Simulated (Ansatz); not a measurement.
Start from Ca in the fcc (Cu type) structure (space group Fm-3m, No. 225; a = 5.5685 Å; relaxed with 0.1 eV smearing). Axes: x, y, z lie along the cube axes.

Calculations: r2SCAN, PAW, 500 eV (Ansatz, a program for electronic structure; scalar-relativistic without spin-orbit coupling).

For the base:

```
Property  Result
--------  ------
Band gap    zero
```

Perturbation: biaxial strain −1.68 %, plane normal [110], relaxed out of plane (Cartesian); in-plane vectors clamped, the third vector and the atoms free.

What does the calculation give for the out-of-plane strain after the change?

The out-of-plane strain amounts to +0.84 %.

What does the calculation give for the energy relative to the base after the change?

The energy goes up by 3.1 meV/atom.

How does this affect the band gap?

The band gap is still zero.

How does this affect the in-plane stress?

The mean in-plane stress (compression positive) comes out as +0.7 GPa.

Whether these cells are dynamically stable was not tested.
